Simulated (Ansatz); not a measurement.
Start from GaAs in the zinc blende structure (space group F-43m, No. 216; a = 5.659 Å). Axes: x, y, z lie along the cube axes.

Calculations: Ansatz (a quantum-chemistry and plane-wave program), PBEsol, PAW, cutoff 420 eV, no SOC.

Strains are applied to the cell and any free atomic positions relax; under biaxial strain the out-of-plane vector relaxes too.

One change was made to it. Results:

```tsv
quantity	base	after
valence-band top at Γ (three highest levels, from the VBM)	0.00, 0.00, 0.00 eV	0.00, -0.22, -0.22 eV
pressure (mean of the normal stresses, compression positive)	0.00 GPa	3.00 GPa
```

### Question
Which change produced these results?
A. uniaxial strain ε_xx = −3.91 %
B. uniaxial strain ε_xx = −1.97 %
C. strain tensor (xx, yy, zz, yz, xz, xy) = (+0.27, −0.81, +0.44, +1.03, +0.11, −0.15) %
D. biaxial strain −1.02 %, plane normal [001], relaxed out of plane

### Answer
A, uniaxial strain ε_xx = −3.91 %. For comparison, the valence-band top at Γ in the other runs: biaxial strain −1.02 %, plane normal [001], relaxed out of plane gives 0.00, 0.00, -0.12 eV; uniaxial strain ε_xx = −1.97 % gives 0.00, -0.11, -0.11 eV; strain tensor (xx, yy, zz, yz, xz, xy) = (+0.27, −0.81, +0.44, +1.03, +0.11, −0.15) % gives 0.00, -0.13, -0.18 eV.

The levels and masses belong to the bands next to the band gap. Whether these cells are dynamically stable was not tested.
